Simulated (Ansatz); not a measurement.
**Mo: stress against strain**

Mo (bcc, Im-3m, 15.332 Å³/atom at rest, cube axes along x, y and z) under a strain ε along a cube axis (axis z), the other axes held. PBEsol in Ansatz, a plane-wave DFT program (PAW, default set), 420 eV, 29×29×29 Γ-centred mesh, Fermi-Dirac smearing 0.10 eV; ions are relaxed within the symmetry of each cell. Stress is positive for a compressed cell.

Here s stands for strain and y for stress zz.

| strain (%) | stress zz (GPa) |
|---|---|
| -1.50 | 7.74 |
| -1.00 | 5.08 |
| -0.50 | 2.50 |
| 0.00 | 0.00 |
| 0.50 | -2.42 |
| 1.00 | -4.77 |
| 1.50 | -7.04 |
| 3.00 | ? |

Taking a straight line for y over the 7 complete rows: Means: s 0, y 0.156. About the means, the sum of products is -34.480 and the sum of squares of s is 7.0000; the slope is their ratio. Least squares gives y = 0.156 - 4.9257·s. Residuals (row less fit): 0.195, -0.002, -0.119, -0.156, -0.113, 0.000, 0.193; standard error 0.159 (degrees of freedom: 5). The slope gives the elastic constant C11 = 493 ± 6 GPa.

Task: What does the fit predict for y at s = 3.00, and how far is the calculated value from it?

Result: y = 0.156 - 4.9257 × 3.0 = -14.621 GPa. The calculation gives -13.40 GPa, 1.221 GPa above the prediction (5.8 % of the range of y in the table). The row lies outside the fitted rows, so this is an extrapolation. From the scatter of the fitted rows alone, a prediction at this place has a standard error of 0.248 GPa, so the miss is 4.9 times that.

One order more, fitted to all 13 runs of the series, follows each within 0.01, so the miss is the next term of a smooth law. In a metal these values are sensitive to mesh and smearing; energies are taken to zero smearing, stresses follow the free energy. Rows are the converged runs of the series near zero and its far end; series whose fitted rows scatter by over a few per cent of the range, as at a crossing or softening among them, aren't shown in this form. Most that stay on the fit to the last digits aren't either.
